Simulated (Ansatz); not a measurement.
The starting structures come from a database of crystals and need not be the phases stable at ambient conditions.

 Where the default PAW files enter, the runs use the earlier of Ansatz's two default sets.

# Evanescent states of CaSnF$_{6}$ (R-3, not sure to be the ambient phase, 8 atoms a cell, 17.8 Å³ an atom) along the normal of (101)

These are r2SCAN (plane waves, PAW; Ansatz, an electronic-structure program) values and carry that method's errors.

The gap is the functional's own. No spin-orbit coupling. Mid-gap values are interpolated on the energy grid.

Energies count from the valence-band top; κ is the least over a 6×6 mesh across the current.

```
E (eV)  κ (1/Å)  where
------  -------  -----
0.15      0.413  off Γ
0.45      0.503      Γ
0.75      0.537      Γ
1.05      0.563      Γ
1.35      0.581      Γ
1.65        ___      Γ
1.95        ___      Γ
2.25        ___      Γ
2.55        ___      Γ
2.85        ___      Γ
3.15        ___      Γ
3.45        ___      Γ
3.75        ___      Γ
4.05        ___      Γ
4.35        ___      Γ
4.65        ___      Γ
4.95        ___      Γ
5.25      0.455      Γ
5.55      0.413      Γ
5.85      0.361      Γ
6.15      0.292      Γ
6.45      0.185      Γ
```

Q: Some entries are withheld; supply them.

A: 
- 1.65, κ (1/Å): 0.594
- 1.95, κ (1/Å): 0.603
- 2.25, κ (1/Å): 0.607
- 2.55, κ (1/Å): 0.608
- 2.85, κ (1/Å): 0.605
- 3.15, κ (1/Å): 0.599
- 3.45, κ (1/Å): 0.590
- 3.75, κ (1/Å): 0.577
- 4.05, κ (1/Å): 0.561
- 4.35, κ (1/Å): 0.542
- 4.65, κ (1/Å): 0.518
- 4.95, κ (1/Å): 0.490
